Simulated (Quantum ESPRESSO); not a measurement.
A self-consistent single point of LaNiC2 (Amm2, 4 atoms in the cell) with Quantum ESPRESSO.

Computed with PBEsol, SSSP 1.1.2 efficiency (PBE) pseudopotentials (plane waves; Quantum ESPRESSO).

```yaml
crystal:
  lattice:
    - [3.90927, 0.00000, 0.00000]
    - [0.00000, 2.21970, 2.99273]
    - [0.00000, -2.21970, 2.99273]
  atoms:
    - { symbol: La, position: [0.00000, 0.00054, 0.00054] }
    - { symbol: Ni, position: [0.50000, 0.61158, 0.61158] }
    - { symbol: C, position: [0.50000, 0.45108, 0.15180] }
    - { symbol: C, position: [0.50000, 0.15180, 0.45108] }
```

Reference input (self-consistent single point, DFT, PBEsol, plane waves, SSSP 1.1.2 efficiency (PBE) pseudopotentials): ecutwfc = 50 Ry; ecutrho = 400 Ry; occupations = smearing; smearing = gaussian; degauss = 0.0073499 Ry; input_dft = pbesol; potentials = {La: La.GGA-PBE-paw-v1.0.UPF, Ni: ni_pbe_v1.4.uspp.F.UPF, C: C.pbe-n-kjpaw_psl.1.0.0.UPF}; K_POINTS = automatic 9 9 9 0 0 0; conv_thr = 1e-10 Ry; mixing_beta = 0.5. This run's input differs from it in these lines:

```diff
@@ -37,3 +37,3 @@
 K_POINTS {automatic}
-9 9 9  0 0 0
+6 6 6  0 0 0
```

Output (repeated stretches shortened):

```
     Self-consistent Calculation

     iteration #  1     ecut=    50.00 Ry     beta= 0.50

     total energy              =    -801.01843130 Ry
     estimated scf accuracy    <      48.32389370 Ry

     iteration #  2     ecut=    50.00 Ry     beta= 0.50

     total energy              =    -830.49047813 Ry
     estimated scf accuracy    <      70.63992823 Ry

     iteration #  3     ecut=    50.00 Ry     beta= 0.50

     total energy              =    -832.19087062 Ry
     estimated scf accuracy    <      14.74741601 Ry

   [... 28 blocks of this kind left out ...]

     iteration # 32     ecut=    50.00 Ry     beta= 0.50
     c_bands:  1 eigenvalues not converged

     total energy              =    -830.98859162 Ry
     estimated scf accuracy    <          1.2E-10 Ry

     iteration # 33     ecut=    50.00 Ry     beta= 0.50
     End of self-consistent calculation

     the Fermi energy is    14.7476 ev

!    total energy              =    -830.98859162 Ry
     estimated scf accuracy    <          2.9E-11 Ry
     smearing contrib. (-TS)   =      -0.00079457 Ry
     internal energy E=F+TS    =    -830.98779705 Ry

     convergence has been achieved in  33 iterations

     Forces acting on atoms (cartesian axes, Ry/au):

     atom    1 type  1   force =     0.00000000    0.00000000   -0.00296090
     atom    2 type  2   force =     0.00000000    0.00000000    0.00423439
     atom    3 type  3   force =     0.00000000    0.05708675   -0.00063675
     atom    4 type  3   force =     0.00000000   -0.05708675   -0.00063675

     Total force =     0.080903     Total SCF correction =     0.000006

          total   stress  (Ry/bohr**3)                   (kbar)     P=       86.76
   0.00036965   0.00000000   0.00000000           54.38        0.00        0.00
   0.00000000   0.00092820   0.00000000            0.00      136.54        0.00
   0.00000000   0.00000000   0.00047154            0.00        0.00       69.37

   JOB DONE.
```

The run converged in 33 iterations. Against the reference run the free energy stays essentially unchanged (within 1 meV/atom), the pressure goes from 8.55 to 8.68 GPa and the largest force stays at 1.468 eV/Å.

The starting cell comes from a database of computed structures (which also holds hypothetical and non-ambient phases and stackings), without a prior relaxation at this level. Its lattice was rescaled by a random factor within 2.5 % of one. Spin polarisation is off. With a pressure of about 9 GPa the cell is away from its equilibrium volume at this level. Forces in this geometry exceed 1 eV/Å.

Cost on one core of a shared machine: roughly 3 min.
